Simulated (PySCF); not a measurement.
PySCF 2.14.0, unrestricted HF/def2-svpd, df: Sn(F)2 triplet ([F][Sn][F]), charge 0, multiplicity 3, 3 atoms. The geometry is a generated start, not checked to be a minimum at this level.

```json
{
  "task": "energy",
  "method": "hf",
  "basis": "def2-svpd",
  "two_electron_scheme": "density fitting",
  "mol.max_memory": "3000 MB",
  "mf.max_cycle": "100",
  "mf.init_guess": "minao (default)",
  "mf.DIIS": "CDIIS (default)",
  "mf.diis_space": "8 (default)",
  "mf.conv_tol": "1e-09 (default)",
  "effective_core_potentials": "those of the basis set, past Kr",
  "basis_functions": "78"
}
```

```xyz
3

Sn     0.0601    -0.0392     0.8582
F      0.7874     1.4305    -0.4224
F     -0.8475    -1.3913    -0.4358
```

Charge 0 and multiplicity 3 are set for this test and not shown to be the ground state.

One run each on 2 threads, 1 BLAS thread. Values of level_shift (Hartree) tried: 0 (default), 0.1, 0.3, 1.

Problem. Which value of level_shift (Hartree) needs the fewest Fock builds, and what happens away from it?

Solution. Fewest Fock builds, within one of each other: 0 (default) with 17, 0.1 with 18. The count rises to 33 at 1. All converge to one solution.

```
level_shift (Hartree)  Fock builds            end
---------------------  -----------  -------------
0 (default)                     17  same solution
0.1                             18  same solution
0.3                             21  same solution
1                               33  same solution
```
